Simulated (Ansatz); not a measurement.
## A constructed model of the (000-1) surface of 4H silicon carbide, C-terminated, (√3x√3)R30° In adatom at H3 (bottom of the slab: 3 H on 3 bottom sites)

Calculation: r2SCAN, at the PBE geometry (plane waves to 500 eV, PAW; Ansatz, an electronic-structure program).

Model: 28-atom slab, 11.1 Å thick at the start with caps and adatoms (thin: gaps and levels are the slab's own), 6x6x1 mesh, Fermi-Dirac 0.025 eV, dipole correction, single point; on the structure that PBE left under its start's symmetry; no spin, no spin-orbit, no U. In PBE it is, or lies within 0.01 eV a 1x1 cell of, the lowest of the 2 structures of its composition computed so far; subsurface sites and larger cells were not tried.

The gap of the slab on its k-mesh comes out as 0.72 eV. The highest filled level below the top vacuum level is 4.27 eV and the cost is about 110 core-seconds (a rough figure).
